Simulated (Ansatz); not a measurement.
The parent structure is HfO₂ (space group P4_2/nmc, No. 137; a = 3.567 Å, c = 5.166 Å).

Calculations: Ansatz (a quantum-chemistry and plane-wave program), PBEsol, PAW, cutoff 420 eV, scalar-relativistic without spin-orbit coupling.

Base values:

| Property | Value |
|---|---|
| Gap character | indirect, A → Γ |
| Electron mass | 0.96 mₑ along c, 0.78 mₑ across (at Γ) |

It is then changed as follows: every lattice vector is shortened by 0.48 %; the atoms relax in the strained cell.

Task: How does this affect the gap character, electron mass and energy relative to the base?

Result: The gap character remains indirect, A → Γ; the electron mass goes from 0.96 mₑ along c, 0.78 mₑ across (at Γ) to 1.00 mₑ along c, 0.78 mₑ across (at Γ); the energy goes up by 1.5 meV/atom.

With Hf present, leaving out spin-orbit coupling can change the band edges. Masses are band curvatures over ±0.01 Å⁻¹ around the edge. Stability against distortions was not tested. This is not the structure that HfO2 has at room temperature and ambient pressure.
